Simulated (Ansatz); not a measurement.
For Si (model structure, started from the Ge type, P4₃2₁2, No. 96, 12 atoms in the cell), PBEsol (Ansatz, a first-principles code, plane waves, PAW) gives:

```
Property                    Value
-------------------  ------------
lattice parameter a       5.634 Å
c axis length             6.725 Å
cohesive energy      4.82 eV/atom
band gap                  1.02 eV
```

What does r²SCAN in Ansatz (PAW) give for the same quantities?


- lattice constant a: 5.670 Å (increases by 0.6 %)
- lattice parameter c: 6.851 Å (goes up by 1.9 %)
- cohesive energy: 4.46 eV/atom (decreases by 0.36 eV/atom)
- band gap: 1.43 eV (goes up by 0.41 eV)

Changes are worked out from the printed values.

Unless a cell is named, each level is at its own relaxed cell (PBEsol 17.79, r²SCAN 18.35 Å³/atom).

Density-functional gaps are differences of (generalised) Kohn–Sham levels.

Ansatz's density-functional and Hartree–Fock values are scalar-relativistic unless marked +SOC, with PAW data made under PBE.

A model structure was made by putting elements into a prototype or built by hand; it is no filed structure, need not be a known phase, and can be a saddle point held by its symmetry.
